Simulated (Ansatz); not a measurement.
The parent structure is SiC in the zinc blende structure (space group F-43m, No. 216; a = 4.3798 Å).

All numbers come from Ansatz (a first-principles code) PBE, scalar-relativistic without spin-orbit coupling.

Strains are applied to the cell and any free atomic positions relax.

One change was made to it. Results:

The electron mass goes from 0.68 mₑ along k, 0.23 mₑ across (at X) to 0.70 mₑ along k, 0.23 mₑ across (at X); the pressure goes from zero to -11.23 GPa; the smallest direct gap shrinks by 0.07 eV (4.53 eV → 4.46 eV); the energy goes up by 24 meV/atom.

Which of these changes matches the shifts?
A) isotropic strain +2.00 %
B) isotropic strain −1.50 %
C) isotropic strain +2.50 %
D) isotropic strain −2.50 %
E) isotropic strain +0.50 %

A, isotropic strain +2.00 %. For comparison, the electron mass in the other runs: isotropic strain +0.50 % gives 0.68 mₑ along k, 0.23 mₑ across (at X); isotropic strain +2.50 % gives 0.71 mₑ along k, 0.23 mₑ across (at X); isotropic strain −2.50 % gives 0.65 mₑ along k, 0.22 mₑ across (at X); isotropic strain −1.50 % gives 0.66 mₑ along k, 0.22 mₑ across (at X).

Masses are band curvatures over ±0.01 Å⁻¹ around the edge. Along k means along the line from Γ to the band edge. Whether these cells are dynamically stable was not tested.
